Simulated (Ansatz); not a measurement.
The starting structures come from a database of crystals and need not be the phases stable at ambient conditions.

Evanescent states of BaAl₂(SiO₄)₂ (P-3, not sure to be the ambient phase, 13 atoms a cell, 15.2 Å³ an atom, -3 GPa at this level) along the normal of (111)

Level of theory: PBEsol (plane waves, PAW; Ansatz, a program for electronic structure).

The gap is the functional's own. No spin-orbit coupling. Mid-gap values are interpolated on the energy grid.

Energies count from the valence-band top; κ is the least over a 4×4 mesh across the current.

```
E (eV)  κ (1/Å)  where
------  -------  -----
0.12      0.265  off Γ
0.34      0.388      Γ
0.57      0.403      Γ
0.81      0.415      Γ
1.03      0.424      Γ
1.26      0.429      Γ
1.50      0.433      Γ
1.73      0.433      Γ
1.96      0.432      Γ
2.19      0.428      Γ
2.42      0.421      Γ
2.65      0.412      Γ
2.88      0.401      Γ
3.10      0.386      Γ
3.33      0.368      Γ
3.56      0.347      Γ
3.79      0.321      Γ
4.03      0.289      Γ
4.25      0.249      Γ
4.49      0.197      Γ
4.71      0.115      Γ
```

How thick must the barrier be to attenuate the transmission by 10^6 when the electrodes' Fermi level lies at 2.19 eV, and what attenuation does that film give at 2.42 eV?

d = 6 ln 10 / (2 × 0.428) = 16.1 Å. At 2.42 eV it gives 6 × 0.421/0.428 = 5.9 decades.
